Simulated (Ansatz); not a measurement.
Ansatz (a first-principles code), DFT, PBE, plane waves, its soft PAW files of 3 December, spin-polarised: Ni(111) slab of 4 layers, 1x1, O adatom, atoms displaced (Ni4O), unrelaxed, 5 atoms, spin-polarised from a ferromagnetic start (1 μB on Ni). Basis and mesh were picked for this test and aren't claimed converged.

- cell = 2.49, 2.49, 17.70 Å; 90, 90, 60°
- distance to the nearest atom = 2.03 to 2.45 Å
- task = single point
- k mesh = 10×10×1
- hamiltonian.xc = pbe
- kind of files = paw
- scf.occupations.method = fermi_dirac
- scf.occupations.width = 0.1 eV
- output.forces = true
- magnetization.spin_polarized = true
- binding of workers (--pin) = off
- k-point pools (--kpoint-pools) = 1
- memory maximum (--max-ram) = 8GiB
- accuracy = medium (default)
- basis.precision = auto (default)
- basis.xc_grid = 2 (default)
- scf.eigensolver.kind = auto (default)
- scf.convergence.dr2_threshold = 1e-07 (default)
- scf.lower_state_search = light (default)
- k-points after symmetry (for each spin) = 52
- bands at the start = 50
- electrons = 78
- plane waves at Γ = 1805
- cutoff (eV) = 420
- FFT grid = 18×18×120
- symmetry operations = 1

One run each.

All on 4 threads. Base settings, kept where nothing else is said: scf.mixing.algorithm = auto (default), scf.mixing.preconditioner = auto (default), scf.algorithm = auto (default) (scf.mixing.beta, scf.mixing.ndim, scf.mixing.q_tf, scf.mixing.beta_mag not set). The settings tried:
- scf.mixing.algorithm = broyden, scf.mixing.preconditioner = kerker, scf.mixing.q_tf = 1.5 1/Å
- scf.mixing.algorithm = broyden, scf.mixing.preconditioner = kerker, scf.mixing.q_tf = 0.5 1/Å
- scf.mixing.algorithm = broyden, scf.mixing.beta = 0.3
- scf.mixing.algorithm = anderson, scf.mixing.ndim = 4
- scf.mixing.algorithm = anderson, scf.mixing.ndim = 16
- scf.mixing.ndim = 4
- scf.mixing.preconditioner = kerker
- scf.mixing.algorithm = msr1
- scf.algorithm = direct_min
- scf.mixing.algorithm = broyden, scf.mixing.beta = 0.7
- scf.mixing.algorithm = anderson, scf.mixing.ndim = 1
- scf.mixing.algorithm = broyden
- scf.mixing.algorithm = broyden, scf.mixing.preconditioner = none
- scf.mixing.algorithm = broyden, scf.mixing.preconditioner = kerker
- scf.mixing.preconditioner = none
- scf.mixing.preconditioner = kerker_dos
- scf.mixing.ndim = 16
- the base settings
- scf.mixing.preconditioner = local_kerker
- scf.mixing.algorithm = broyden, scf.mixing.beta = 1
- scf.mixing.algorithm = broyden, scf.mixing.beta = 0.1
- scf.mixing.preconditioner = ldos
- scf.mixing.algorithm = broyden, scf.mixing.beta_mag = 2
- scf.mixing.algorithm = broyden, scf.mixing.beta_mag = 0.3
- scf.mixing.algorithm = anderson

**Question.** Name the extremes by SCF iterations: fewest, most, and any that don't converge.

**Answer.** Fewest SCF iterations: scf.algorithm = direct_min (21). Most among those that reach the base run's result: scf.mixing.preconditioner = kerker_dos (87). All converged. In the base run the program took: scf.mixing.algorithm MSR1, scf.mixing.preconditioner LDOS, scf.eigensolver.kind band_cg, --slots 4.

```tsv
setting	SCF iterations	applications of H to a band	end
scf.algorithm = direct_min	21	901589	converged
the base settings	25	259273	converged, no check of stability
scf.mixing.algorithm = msr1	25	259273	converged, no check of stability
scf.mixing.preconditioner = ldos	25	259273	converged, no check of stability
scf.mixing.ndim = 16	25	243191	converged, no check of stability
scf.mixing.ndim = 4	26	269457	converged
scf.mixing.algorithm = anderson	27	261687	converged, no check of stability
scf.mixing.algorithm = anderson, scf.mixing.ndim = 4	27	260876	converged, no check of stability
scf.mixing.algorithm = broyden	28	259918	converged, no check of stability
scf.mixing.algorithm = broyden, scf.mixing.beta = 0.3	28	259918	converged, no check of stability
scf.mixing.algorithm = anderson, scf.mixing.ndim = 16	28	269957	converged, no check of stability
scf.mixing.algorithm = broyden, scf.mixing.beta_mag = 0.3	28	261323	converged, no check of stability
scf.mixing.algorithm = broyden, scf.mixing.beta = 0.7	29	288471	converged, no check of stability
scf.mixing.algorithm = broyden, scf.mixing.beta = 1	30	310509	converged, no check of stability
scf.mixing.algorithm = broyden, scf.mixing.beta_mag = 2	34	325639	converged, no check of stability
scf.mixing.preconditioner = local_kerker	38	337807	converged
scf.mixing.algorithm = broyden, scf.mixing.preconditioner = kerker, scf.mixing.q_tf = 0.5 1/Å	39	368545	converged, no check of stability
scf.mixing.algorithm = broyden, scf.mixing.preconditioner = none	43	407947	converged, no check of stability
scf.mixing.preconditioner = none	44	397797	converged
scf.mixing.algorithm = broyden, scf.mixing.beta = 0.1	47	413896	converged, no check of stability
scf.mixing.algorithm = anderson, scf.mixing.ndim = 1	51	348118	converged, no check of stability
scf.mixing.algorithm = broyden, scf.mixing.preconditioner = kerker, scf.mixing.q_tf = 1.5 1/Å	52	471648	converged, no check of stability
scf.mixing.preconditioner = kerker	61	473549	converged
scf.mixing.algorithm = broyden, scf.mixing.preconditioner = kerker	70	802410	converged, no check of stability
scf.mixing.preconditioner = kerker_dos	87	630821	converged
```

An iteration's cost differs between solvers, so these counts don't give the time.

Keys are those of Ansatz 0.2.
